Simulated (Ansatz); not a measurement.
## TiS2: point defects

Base system: a 24-atom supercell of TiS2 in the CdI2 type structure (space group P-3m1, No. 164; layered, stacked along the Cartesian z axis) at its relaxed geometry.

```xyz
24
Lattice="6.5961 0.0000 -5.3401 -3.2980 5.7124 0.0000 6.5961 0.0000 5.3401" Properties=species:S:1:pos:R:3 pbc="T T T"
Ti     0.0000     0.0000     0.0000
Ti    -1.6490     2.8562     0.0000
Ti     3.2980     0.0000     0.0000
Ti     1.6490     2.8562     0.0000
Ti     6.5961     0.0000     0.0000
Ti     4.9470     2.8562     0.0000
Ti     9.8941     0.0000     0.0000
Ti     8.2451     2.8562     0.0000
S      6.5961     1.9041    -3.9050
S      4.9470     4.7603    -3.9050
S      3.2980     1.9041     1.4352
S      1.6490     4.7603     1.4352
S      6.5961     1.9041     1.4352
S      4.9470     4.7603     1.4352
S      9.8941     1.9041     1.4352
S      8.2451     4.7603     1.4352
S      8.2451     0.9521    -1.4352
S      6.5961     3.8082    -1.4352
S      4.9470     0.9521     3.9050
S      3.2980     3.8082     3.9050
S      1.6490     0.9521    -1.4352
S      0.0000     3.8082    -1.4352
S      4.9470     0.9521    -1.4352
S      3.2980     3.8082    -1.4352
```

One neutral defect a cell, atoms relaxed at fixed cell.

Method: Ansatz (a program for electronic structure), PBEsol-D3(BJ), PAW, cutoff 420 eV, no spin-orbit coupling.

| case | pressure | largest displacement of a host atom from its site in the perfect cell |
|---|---|---|
| perfect supercell | 0.0 GPa | – |
| H interstitial (started 2.27 Å from the nearest host atom), symmetric start | -0.4 GPa | 0.04 Å |
| Ca on a Ti site | 2.9 GPa | 0.24 Å |
| Zr on a Ti site | 1.8 GPa | 0.11 Å |

The cell is small, so the values are those of an ordered compound at a high defect concentration; dilute-limit values will differ. Defects with a symmetric start kept the site's symmetry and may sit on a saddle; the others started slightly shaken. The final runs are not spin-polarised.
